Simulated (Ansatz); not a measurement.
# Several settings converged on LaBi (I4mm, 2 atoms in the cell)

```xyz
2
Lattice="0.0000 3.3483 3.3483 3.3483 0.0000 3.3483 3.3483 3.3483 0.0000" Properties=species:S:1:pos:R:3 pbc="T T T"
La     3.3483     3.3483     3.3983
Bi     0.0000     0.0000     0.0000
```

Base method: PBEsol, default PAW files made with PBE (plane waves; Ansatz, a quantum-chemistry and plane-wave program).

Base settings: basis.ecutwfc = 30.9 Ry; kpoints.mp_grid.grid = 9 9 9; hamiltonian.xc = pbesol; hamiltonian.pseudopotentials = {kind: paw} (the program's default PAW files); scf.occupations.method = gaussian; scf.occupations.width = 0.0073 Ry.

The count of work is k-points × plane waves × bands × iterations; it is no time. 

**The width of Fermi-Dirac smearing**

In this ladder: kpoints.mp_grid.grid = 15 15 15; scf.occupations.method = fermi_dirac.

Narrow widths need finer meshes than wide ones, so the last steps can hold mesh noise.

Only quantities that move along the ladder and can be compared are tabulated; pressure and forces are left out, as mesh noise rules them at narrow widths.

| scf.occupations.width | free energy less the last step's (meV/atom) | energy extrapolated to zero width less the last step's (meV/atom) |
|---|---|---|
| 0.0735 Ry | -1383.59 | 191.06 |
| 0.0367 Ry | -235.32 | 99.74 |
| 0.022 Ry | -49.01 | 29.31 |
| 0.0147 Ry | -13.65 | 6.55 |
| 0.0073 Ry | -1.74 | 0.39 |
| 0.0037 Ry | 0.00 | 0.00 |

Widest scf.occupations.width that holds the free energy within 5 meV/atom of the last step, with all finer ones: 0.0073 Ry; the step before is off by 14 meV/atom.

Widest scf.occupations.width that holds the energy extrapolated to zero width within 2 meV/atom of the last step, with all finer ones: 0.0073 Ry; the step before is off by 6.6 meV/atom.

**The width of Methfessel-Paxton smearing**

In this ladder: kpoints.mp_grid.grid = 15 15 15; scf.occupations.method = methfessel_paxton.

Narrow widths need finer meshes than wide ones, so the last steps can hold mesh noise.

Only quantities that move along the ladder and can be compared are tabulated; pressure and forces are left out, as mesh noise rules them at narrow widths.

| scf.occupations.width | free energy less the last step's (meV/atom) |
|---|---|
| 0.0367 Ry | 4.60 |
| 0.022 Ry | 0.57 |
| 0.0147 Ry | 0.05 |
| 0.0073 Ry | -0.04 |
| 0.0037 Ry | 0.00 |

Widest scf.occupations.width that holds the free energy within 2 meV/atom of the last step, with all finer ones: 0.022 Ry; the step before is off by 4.6 meV/atom.

**The mesh under tetrahedron occupations**

In this ladder: scf.occupations.method = tetrahedron; scf.occupations.width = default.

Only quantities that move along the ladder and can be compared are tabulated.

```csv
kpoints.mp_grid.grid,free energy less the last step's (meV/atom),pressure (GPa),largest difference of a force vector from the last step's (eV/Å),count of work / last
4 4 4,31.23,-2.54,0.141,0.025
5 5 5,12.65,-2.65,0.078,0.028
6 6 6,5.58,-2.74,0.046,0.047
7 7 7,2.72,-2.79,0.030,0.062
8 8 8,1.42,-2.81,0.020,0.092
10 10 10,0.44,-2.84,0.010,0.16
13 13 13,0.10,-2.85,0.004,0.31
16 16 16,-0.03,-2.86,0.001,0.54
20 20 20,0.00,-2.86,0.000,1.0
```

Coarsest kpoints.mp_grid.grid that holds the pressure within 0.2 GPa of the last step, with all finer ones: 6 6 6, at 0.047 of the last step's count of work; the step before is off by 0.22 GPa.

Coarsest kpoints.mp_grid.grid that holds the free energy within 0.5 meV/atom of the last step, with all finer ones: 10 10 10, at 0.16 of the last step's count of work; the step before is off by 1.4 meV/atom.

Coarsest kpoints.mp_grid.grid that holds the forces within 0.005 eV/Å of the last step, with all finer ones: 13 13 13, at 0.31 of the last step's count of work; the step before is off by 0.010 eV/Å.

On the base run: the starting cell comes from a database of computed structures (which also holds hypothetical and non-ambient phases and stackings), without a prior relaxation at this level. Its lattice was rescaled by up to half a per cent. One atom was moved a little off its site on purpose. Ansatz's pressure includes its estimate of the finite-basis (Pulay) stress.

Left out of this page: 4 runs of the series outside the window shown, repeating another row's setting, or not comparable; 1 run of the series unsound by tests on forces, stress, charge or solver warnings.

Keys are those of Ansatz 0.2.
